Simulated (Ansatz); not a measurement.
Given:

```
BaTiO3
1.0
    3.93456     0.00000     0.00000
    0.00000     3.93456     0.00000
    0.00000     0.00000     3.91096
Ba Ti O
1 1 3
Cartesian
  0.00000   0.00000   0.00000
  1.96728   1.96728   1.95548
  1.96728   0.00000   1.95548
  0.00000   1.96728   1.95548
  1.96728   1.96728   0.00000
```

No spin polarisation.

Calculations: Ansatz (a program for electronic structure), LDA, PAW, cutoff 420 eV, no SOC. Γ-centred 8×8×8 mesh, Fermi–Dirac width 0.05 eV.

### Question
Predict the smallest direct gap, space group, gap character and band gap.

### Answer
```json
{
 "smallest_direct_gap": "1.86 eV",
 "space_group": "P4/mmm (No. 123)",
 "gap_character": "indirect, A → Γ",
 "band_gap": "1.83 eV"
}
```

The cells carry an imposed strain or load. Whether these cells are dynamically stable was not tested. All final runs are without spin polarisation. The cell was made from BaTiO3 in the cubic perovskite structure (space group Pm-3m, No. 221) by this change: uniaxial strain ε_zz = −0.60 %. Many cubic perovskites are stable only at high temperature; tilts and polar distortions were not tested. This is not the structure that BaTiO3 has at room temperature and ambient pressure.
